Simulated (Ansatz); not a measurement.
**Hypothetical P4_2/mnm WTe2: isotropic strain +3.43 %**

The parent structure is WTe2 (space group P4_2/mnm, No. 136; a = 6.596 Å, c = 3.577 Å; a hypothetical phase, not in the database extracts checked).

Perturbation: an isotropic linear strain of +3.43 %; the atoms relax in the strained cell.

Level of theory: PBEsol (Ansatz, a program for electronic structure), no spin-orbit coupling. k-mesh 7×7×13 (Γ-centred); smearing 0.05 eV (Fermi–Dirac).

The volume per atom goes up by 2.76 Å³, from 25.94 Å³ to 28.70 Å³ and the energy rises by 74 meV/atom. The pressure (mean of the normal stresses, compression positive) goes from zero to -7.7 GPa and the band gap is still zero.

Whether these cells are dynamically stable was not tested. All final runs are without spin polarisation. WTe2 has a high density of states at the Fermi level and may be magnetic at this level.
